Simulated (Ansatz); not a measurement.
Start from TiC in the rock salt structure (space group Fm-3m, No. 225; a = 4.261 Å; relaxed with 0.1 eV smearing). Axes: x, y, z lie along the cube axes.

Calculations: LDA in Ansatz (plane waves to 420 eV, PAW, no spin-orbit coupling).

It is then changed as follows: the cell is scaled by 1.0300 in all directions, atoms relaxed at fixed cell.

Q: Predict the stress tensor and what it implies for the stiffness.

A: Stress of the strained cell less that of the base (GPa, compression positive):
```
  -20.9     0.0     0.0
    0.0   -20.9     0.0
    0.0     0.0   -20.9
```

Then B = −ΔP/(ΔV/V₀) with ΔV/V₀ = 0.0927 gives secant stiffness values (nonlinear terms included at this strain): B ≈ 226 GPa.

As a check, the harmonic strain energy −½ V₀ Δσ:ε is 57 meV/atom; the computed energy rise is 63 meV/atom.

No phonon test of stability was made. The final runs are not spin-polarised.

Ansatz is a quantum-chemistry and plane-wave program.
